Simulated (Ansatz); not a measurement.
## Zr2B2Si (model structure, started from the Ti2InB2 type, P-6m2, No. 187, 5 atoms in the cell)

The numbers are results of PBE (PAW; Ansatz, a program for electronic structure), not measurements.

Numerical settings: plane-wave cutoff 520 eV, 24×24×8 k mesh (along the axes of the cell as run), Fermi–Dirac smearing 0.05 eV, scalar-relativistic PAW data made under PBE.

Cell (relaxed at this level):

Zr₂B₂Si is modelled in the hexagonal space group P-6m2 (No. 187), Pearson symbol hP5. Cell: a = 3.1865 Å, b = 3.1865 Å, c = 7.8072 Å, α = 90.00°, β = 90.00°, γ = 120.00°. Zr on 2h sees 6 B at 2.518 Å and 3 Si at 2.856 Å. Si on 1a sees 6 Zr at 2.856 Å. B1 on 1b sees 3 B at 1.840 Å and 6 Zr at 2.518 Å. B2 on 1f is surrounded by 3 B at 1.840 Å and 6 Zr at 2.518 Å. (Neighbours: up to the widest gap in distance over summed covalent radii, below 1.35, at either atom; cation-cation and far metal-metal contacts left out.)

| Quantity | Result |
|---|---|
| band gap | zero (no gap) |
| bulk modulus | 169 GPa |

Note: the bulk modulus is −V dP/dV from two relaxed cells at ±2 % in volume; the relaxation could raise the start's symmetry but not lower it, so the cell can be a saddle point.

Spin–orbit coupling is not included.

The computed numbers hold no vibrational or temperature effects.

A model structure was made by putting elements into a prototype or built by hand; it is no filed structure, need not be a known phase, and can be a saddle point held by its symmetry.
